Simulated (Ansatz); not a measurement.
We consider AgI (Fm-3m, No. 225, 2 atoms in the cell; start mp-22919; a measured phase of this formula has another space group), described by LDA in Ansatz (PAW).

Numerical settings: plane-wave cutoff 520 eV, 10×10×10 k mesh, Fermi–Dirac smearing 0.01 eV, no spin polarisation, scalar-relativistic PAW data made under PBE.

Cell (relaxed with PBEsol):

```cif
data_Ag4I4
_chemical_formula_sum 'Ag4 I4'
_space_group_name_H-M_alt 'Fm-3m'
_space_group_IT_number 225
_space_group_name_Hall '-F 4 2 3'
_cell_length_a 5.98524
_cell_length_b 5.98524
_cell_length_c 5.98524
_cell_angle_alpha 90.000
_cell_angle_beta 90.000
_cell_angle_gamma 90.000
loop_
_atom_site_label
_atom_site_type_symbol
_atom_site_symmetry_multiplicity
_atom_site_Wyckoff_symbol
_atom_site_fract_x
_atom_site_fract_y
_atom_site_fract_z
_atom_site_occupancy
Ag1 Ag 4 a 0.00000 0.00000 0.00000 1
I1 I 4 b 0.50000 0.50000 0.50000 1
```
(The calculation used a cell of 2 atoms; values per cell refer to that cell.)

### Question
Predict the band gap and smallest direct gap on the k points sampled.

### Answer

band gap: 0.28 eV
smallest direct gap on the k points sampled: 2.35 eV

Note: cell and atoms aren't relaxed at this level (pressure -2.2 GPa).

Spin–orbit coupling is not included; it can close the smallest gap of 0.28 eV.

The result took very roughly 9 core-seconds.

A start named mp-… is a Materials Project structure, which need not be a measured phase.

Ansatz is a quantum-chemistry and plane-wave program.
